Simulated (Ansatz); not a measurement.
Density of states of TiAl3 (Pmm2) near the Fermi level, PBEsol, rigid bands (Ansatz, a first-principles code).

```
E − E_F (eV)  states/eV/cell
------------  --------------
-1.92                   1.74
-1.82                   1.93
-1.72                   2.36
-1.62                   2.14
-1.52                   2.06
-1.42                   1.87
-1.32                   2.00
-1.22                   2.38
-1.12                   2.51
-1.02                   2.70
-0.92                   2.84
-0.82                   2.70
-0.72                   2.57
-0.62                   2.57
-0.52                   2.68
-0.42                   3.18
-0.32                   3.51
-0.22                   3.86
-0.12                   3.37
-0.02                   2.76
0.08                    2.30
0.18                    1.94
0.28                    1.68
0.38                    1.68
0.48                    1.75
0.58                    2.17
0.68                    2.17
0.78                    2.08
0.88                    1.89
0.98                    1.99
1.08                    1.86
1.18                    1.68
1.28                    1.54
1.38                    1.62
1.48                    1.85
1.58                    2.26
1.68                    2.58
1.78                    2.57
1.88                    3.11
```

With 4 atoms a cell, what bare Sommerfeld coefficient γ = (π²/3) k_B² N(E_F) follows?

N(E_F) ≈ 2.6 states/eV a cell at 300 K, so γ ≈ 1.56 mJ/(mol of atoms·K²), before many-body enhancement (phonons, spin fluctuations, correlation).

How far does the Fermi level move in a rigid band for 0.1 electron a cell added or removed?

39 meV and -36 meV.

A metal at this level (no band gap); rigid bands, thermally averaged at 300 K, both spins. Spin-orbit coupling is left out. Geometry: cell and atoms relaxed with PBEsol.

Computed structure with no diffraction record at hand here (it may be known, metastable or hypothetical): TiAl3 (Pmm2).
